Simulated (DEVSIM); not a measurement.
System: W/SiO2/p-Ge capacitor, at 300 K.

| layer (left to right) | material | thickness (nm) | Na (cm⁻³) |
|---|---|---|---|
| 1 | SiO2 | 5.30 | - |
| 2 | Ge | 4000 | 2.2e16 |

Metal gate on the left, work function 4.6 eV. Fixed charge at the semiconductor interface -1.7e10 cm⁻² (in units of +e); no interface traps.

This is a model device: material constants are rounded textbook-type values typed into the input, and sizes, dopings and lifetimes were drawn at random. Values at 300 K.

```tsv
parameter	SiO2	Ge
gap (eV)	9	0.664
affinity (eV)	0.9	4
permittivity	3.9	16
Nc (cm⁻³)	-	1.04e19
Nv (cm⁻³)	-	6e18
```

DEVSIM, 1D Poisson equation in equilibrium, Boltzmann statistics, complete ionisation; no quantum confinement or tunnelling. Metal contacts follow the ideal Schottky-Mott rule: no Fermi-level pinning, no interface dipoles.

Q: Tabulate band edges, carrier densities and field at 0.4 V on the gate.

A: Energies count from the Fermi level of the right contact; mesh points crowd at the junctions.

| x (μm) | Ec (eV) | Ev (eV) | n (cm⁻³) | p (cm⁻³) | field (V/cm) |
|---|---|---|---|---|---|
| 0.000 | 3.300 | -5.700 | < 1e2 | < 1e2 | 140000 |
| 0.001139 | 3.316 | -5.684 | < 1e2 | < 1e2 | 140000 |
| 0.002825 | 3.340 | -5.660 | < 1e2 | < 1e2 | 140000 |
| 0.004431 | 3.363 | -5.637 | < 1e2 | < 1e2 | 140000 |
| 0.005824 | 0.277 | -0.387 | 2.3e14 | 1.9e12 | 33000 |
| 0.007812 | 0.284 | -0.380 | 1.8e14 | 2.5e12 | 32000 |
| 0.01215 | 0.298 | -0.366 | 1.0e14 | 4.2e12 | 31000 |
| 0.02703 | 0.341 | -0.323 | 1.9e13 | 2.3e13 | 27000 |
| 0.05403 | 0.407 | -0.257 | 1.5e12 | 2.8e14 | 21000 |
| 0.1129 | 0.489 | -0.175 | 6.4e10 | 6.8e15 | 7900 |
| 0.2412 | 0.518 | -0.146 | 2.0e10 | 2.1e16 | 210 |
| 0.6593 | 0.519 | -0.145 | 2.0e10 | 2.2e16 | ≈ 0 |
| 1.432 | 0.519 | -0.145 | 2.0e10 | 2.2e16 | ≈ 0 |
| 2.718 | 0.519 | -0.145 | 2.0e10 | 2.2e16 | ≈ 0 |
| 3.556 | 0.519 | -0.145 | 2.0e10 | 2.2e16 | ≈ 0 |
| 3.800 | 0.519 | -0.145 | 2.0e10 | 2.2e16 | ≈ 0 |
| 3.912 | 0.519 | -0.145 | 2.0e10 | 2.2e16 | ≈ 0 |
| 3.963 | 0.519 | -0.145 | 2.0e10 | 2.2e16 | ≈ 0 |
| 3.991 | 0.519 | -0.145 | 2.0e10 | 2.2e16 | ≈ 0 |
| 3.999 | 0.519 | -0.145 | 2.0e10 | 2.2e16 | ≈ 0 |
| 4.003 | 0.519 | -0.145 | 2.0e10 | 2.2e16 | ≈ 0 |
| 4.005 | 0.519 | -0.145 | 2.0e10 | 2.2e16 | ≈ 0 |
